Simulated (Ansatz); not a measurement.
An Ansatz (a first-principles code) run: SiS2; PBE/PAW in Ansatz, no spin-orbit coupling, earlier PAW set.

Input:

Ansatz 0.2 input:
```yaml
crystal:
  lattice:
    - [-3.1935559612, 5.5629825569, 2.7960670412]
    - [3.1935559612, -5.5629825569, 2.7960670412]
    - [3.1935559612, 5.5629825569, -2.7960670412]
  atoms:
    - { symbol: S, position: [0.8964035186, 0.8190569766, 0.7154604952] }
    - { symbol: S, position: [0.3964035186, 0.6809430234, 0.077346542] }
    - { symbol: S, position: [0.6035964814, 0.3190569766, 0.922653458] }
    - { symbol: S, position: [0.1035964814, 0.1809430234, 0.2845395048] }
    - { symbol: Si, position: [0.75, 0.75, 0] }
    - { symbol: Si, position: [0.25, 0.25, 0] }
basis: { ecutwfc: 420, ecutrho_ratio: 4, xc_grid: 2, fft_grid_basis: typed }
kpoints: { mp_grid: { grid: [8, 8, 8] } }
hamiltonian:
  xc: pbe
  dispersion: none
  pseudopotentials: { azcp: { folder: ./paw }, kind: paw }
scf: { occupations: { method: fermi_dirac, width: 0.05 }, convergence: { dr2_threshold: 0.0000000006 } }
output: { forces: true, stress: true }
checkpoint: { write: state.ck, write_every: 1000 }
```

Output:

```
WARN ansatz: RAYON_NUM_THREADS=2 ignored (pool sized by the plan → 2); use --threads N
Pseudopotentials: kind: paw
Pseudopotential: S, paw, valence charge 6
Pseudopotential: Si, paw, valence charge 4
Functional definition: PBE
Crystal: 6 atoms, lattice volume = 198.696 Å³
Basis set: ecut = 420 eV, 3905 PW (Γ), exchange–correlation on 96×96×96 points (8 copies of the dense FFT grid, shifted against one another)
Bands: 22, of which v1, the nominal top of the filled ones, is band 16 counted from 1 (15 counted from 0)
Symmetry: 8 space group operations
Space group: Ibam (ITA 72), of the structure as read, at distance tolerance 5.8e-5 Å
k-points: 95 of 512
Initial density: superposition of atomic densities (chi_scale 0.1, normalization cell, long waves kept (reshape's long-wave potential 0.04 eV rms))
Initial wavefunctions: pseudopotential atomic-orbital guess
Eigensolver: davidson
Functional: x = pbe(κ = 0.804, μ = 0.2195149727645171), c = pbe(β = 0.06672455060314922)
SCF iter   1: F=—  HF=-4884.993615 eV  |F-HF|=—  |Δ(HF+E_count)|=         —  Δρ=3.63e-2  dr2=3.37e0  ethr=3.10e-3  ⟨swp⟩=10.1  Hψ=15887  notcnv=0
all-band conjugate gradients solve this SCF's bands
preconditioner: auto → Resta (q_TF=auto, 2.012 Å⁻¹)
SCF iter   2: F=—  HF=-4884.089169 eV  |F-HF|=—  |Δ(HF+E_count)|=   9.04e-1  Δρ=1.74e-2  dr2=6.27e-1  ethr=3.10e-3  ⟨swp⟩=3.7  Hψ=5264  notcnv=0  defer=155
SCF iter   3: F=—  HF=-4883.947703 eV  |F-HF|=—  |Δ(HF+E_count)|=   1.41e-1  Δρ=3.33e-3  dr2=1.88e-2  ethr=1.96e-3  ⟨swp⟩=3.5  Hψ=3947  notcnv=0  defer=155
SCF iter   4: F=—  HF=-4883.954576 eV  |F-HF|=—  |Δ(HF+E_count)|=   6.87e-3  Δρ=4.33e-4  dr2=7.33e-4  ethr=5.87e-5  ⟨swp⟩=2.1  Hψ=3491  notcnv=0  defer=155
SCF iter   5: F=—  HF=-4883.955353 eV  |F-HF|=—  |Δ(HF+E_count)|=   7.77e-4  Δρ=1.95e-4  dr2=1.21e-4  ethr=2.29e-6  ⟨swp⟩=2.0  Hψ=3236  notcnv=0  defer=155
SCF iter   6: F=—  HF=-4883.955419 eV  |F-HF|=—  |Δ(HF+E_count)|=   6.57e-5  Δρ=3.83e-5  dr2=5.43e-6  ethr=3.77e-7  ⟨swp⟩=2.2  Hψ=3305  notcnv=0  defer=155
SCF iter   7: F=—  HF=-4883.955433 eV  |F-HF|=—  |Δ(HF+E_count)|=   1.41e-5  Δρ=8.84e-6  dr2=3.01e-7  ethr=1.70e-8  ⟨swp⟩=2.2  Hψ=3214  notcnv=0  defer=155
SCF iter   8: F=—  HF=-4883.955416 eV  |F-HF|=—  |Δ(HF+E_count)|=   1.68e-5  Δρ=2.33e-6  dr2=2.54e-8  ethr=9.42e-10  ⟨swp⟩=2.2  Hψ=3678  notcnv=0  defer=155
SCF iter   9: F=-4883.955416 eV  HF=-4883.955416 eV  |F-HF|=5.79e-10  |Δ(HF+E_count)|=   1.68e-8  Δρ=3.03e-7  dr2=2.75e-10  ethr=1.87e-12  ⟨swp⟩=5.0  Hψ=10594  notcnv=0
SCF 1 converged in 9 iterations: F = -4883.955416 eV  dr2 = 2.75e-10
SCF converged after 9 iterations
Free energy (F): -4883.955416 eV
Harris-Foulkes:  -4883.955416 eV  (|F-HF|=5.79e-10)
Internal energy: -4883.955416 eV  (E = F + TS)
E sigma→0 (E₀):  -4883.955416 eV
Fermi energy:    2.072464 eV
--- Per-component energies (eV) ---
  E_band       = -155.042376
  E_kinetic    = 506.825835
  E_local      = -1258.902776  (includes V_loc(G=0)·N_el)
  E_nonlocal   = 181.284415
  E_hartree    = 441.601632
  E_xc         = -468.150026
  E_vxc        = -425.513307  (∫ρ·V_xc dr)
  E_paw        = -3457.202815  (= ΣΔE_a)
  E_vpaw       = -41.939789  (= ΣTr[D̂ρ^β])
  E_aug_tail   = 0.000068  (compensation charges beyond the density's cutoff)
  E_ewald      = -829.411749
  E_smearing   = -0.000000  (= −TS)
  E_closure    = 0.000000  (closes the sum)
  Σ components = -4883.955416   (vs F -4883.955416, Δ=0.00e0)
  [band-id]    e_kinetic+e_local+e_nonlocal+2·e_hartree+e_vxc+e_vpaw+e_augmentation_tail = -155.042290   (vs E_band -155.042376, Δ=8.57e-5)
--- Forces (eV/Å), atoms counted from 1 ---
  atom   1  S      0.00092467     0.00103487    -0.00000000
  atom   2  S     -0.00092467     0.00103487     0.00000000
  atom   3  S      0.00092467    -0.00103487    -0.00000000
  atom   4  S     -0.00092467    -0.00103487     0.00000000
  atom   5  Si     0.00000000    -0.00000000    -0.00000000
  atom   6  Si     0.00000000     0.00000000     0.00000000
  max |Σ_I F_I| component: 4.34e-19 eV/Å
--- Stress (GPa, compression-positive) ---
       -0.006715      -0.000000      -0.000000
       -0.000000      -0.003418       0.000000
       -0.000000       0.000000       0.001722
  P = ⅓ Tr σ = -0.0028 GPa (-0.028 kbar)
  The stress holds the Pulay correction. Without it, at fixed plane waves, as pw.x and ABINIT print it: P = -0.0094 GPa
  The stress includes an estimate of the error left by incomplete SCF convergence (largest component -0.0001 GPa).
--- Band table ---
  band table: none
```

Whether these cells are dynamically stable was not tested. The cell is SiS2 (space group Ibam, No. 72; made of chains). No dispersion term is included, though the crystal is made of layers, chains or molecules, so its spacings can come out too wide.
